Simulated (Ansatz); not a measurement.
## What uniaxial strain ε_xx = +1.50 % does to Os

Base system: Os in the hcp (Mg type) structure (space group P6_3/mmc, No. 194; a = 2.754 Å, c = 4.347 Å; relaxed with 0.1 eV smearing). Axes: x lies along a and z along c of the hexagonal cell.

Perturbation: uniaxial strain ε_xx = +1.50 %, all other strain components held at zero; the atoms relax in the strained cell.

Computed with PBE, PAW, 420 eV (Ansatz, a quantum-chemistry and plane-wave program; no spin-orbit coupling). Γ-centred 24×24×13 mesh, Fermi–Dirac width 0.1 eV.

```csv
quantity,base,changed,shift
volume per atom,14.28 Å³,14.50 Å³,+0.214 Å³
space group,P6_3/mmc (No. 194),Cmcm (No. 63),–
shortest interatomic distance,2.693 Å,2.695 Å,+0.002 Å
energy relative to the base (free energy F),0 meV/atom,+7.0 meV/atom,+7.0 meV/atom
"pressure (mean of the normal stresses, compression positive)",0.0 GPa,-5.5 GPa,-5.5 GPa
band gap,zero,zero,–
"stress (xx, yy, zz, yz, xz, xy; compression positive)",–,"(-10.2, -3.1, -3.2, 0.0, 0.0, 0.0) GPa",–
```

Final structure:

```yaml
crystal:
  lattice:
    - [2.79565, 0.00000, 0.00000]
    - [-1.39782, 2.38532, 0.00000]
    - [0.00000, 0.00000, 4.34739]
  atoms:
    - { symbol: Os, position: [0.66701, 0.33402, 0.75000] }
    - { symbol: Os, position: [0.33299, 0.66598, 0.25000] }
```

Whether these cells are dynamically stable was not tested. The final runs are not spin-polarised.
